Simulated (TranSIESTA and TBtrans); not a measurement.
## Al chain with one bond stretched by 0.6 Å

Device: Al chain with one bond stretched by 0.6 Å. Leads: straight Al chain, spacing 2.597 Å. Geometry: as built, not relaxed.

Method: TranSIESTA and TBtrans, LDA, DZP numerical orbitals (energy shift 0.15 eV), PseudoDojo norm-conserving scalar-relativistic potentials, mesh cutoff 200 Ry, 300 K, no spin polarisation, no spin-orbit coupling; self-consistent non-equilibrium Green functions.

```
Property                           Value
---------------------------------  -----
Conductance at 300 K (G0 = 2e²/h)   2.13
Thermopower (μV/K)                  -5.4
Mean T from −0.5 to 0.5 eV          1.41
```

Energies count from the leads' Fermi level. Transmissions are for one spin of a degenerate pair. The energy step is 0.01 eV; narrower resonances are cut or missed.

```tsv
E (eV)	T	lead channels
-2.00	0.79	1
-1.80	0.80	1
-1.60	0.80	1
-1.40	0.61	1
-1.20	0	0
-1.00	0	0
-0.80	0	0
-0.60	0	0
-0.40	0	0
-0.20	0.79	3
0.00	2.16	3
0.20	2.11	3
0.40	1.99	3
0.60	1.95	3
0.80	1.98	3
1.00	2.05	3
1.20	2.12	3
1.40	2.18	3
1.60	2.23	3
1.80	2.26	3
2.00	2.28	3
```

The straight chain is held at its spacing; free chains may zigzag or dimerise. No spin-polarised start was tried, so a magnetic state, if there is one, is missed.
